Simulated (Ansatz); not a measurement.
Base system: BAs in the zinc blende structure (space group F-43m, No. 216; a = 4.7839 Å).

The values are results of Ansatz (an electronic-structure program) r2SCAN, no SOC, not measurements.

For the base:

- Hole mass = 0.21, 0.22, 0.22 mₑ (at Γ)
- Band gap = 1.38 eV
- Width of the top valence band = 5.41 eV
- Pressure = 0.00 GPa

Now apply this change: an isotropic linear strain of −3.00 %, atoms relaxed at fixed cell.

Task: What happens to the hole mass, energy relative to the base, band gap, width of the top valence band and pressure?

Result: The hole mass (degenerate bands, along [100]) changes from 0.21, 0.22, 0.22 mₑ (at Γ) to 0.20, 0.20, 0.25 mₑ (at Γ); the energy increases by 53 meV/atom; the band gap falls by 0.10 eV, from 1.38 eV to 1.28 eV; the width of the top valence band goes up by 0.58 eV, from 5.41 eV to 5.99 eV; the pressure goes from zero to 15.48 GPa.

Effective masses come from finite differences of ±0.01 Å⁻¹. Whether these cells are dynamically stable was not tested.
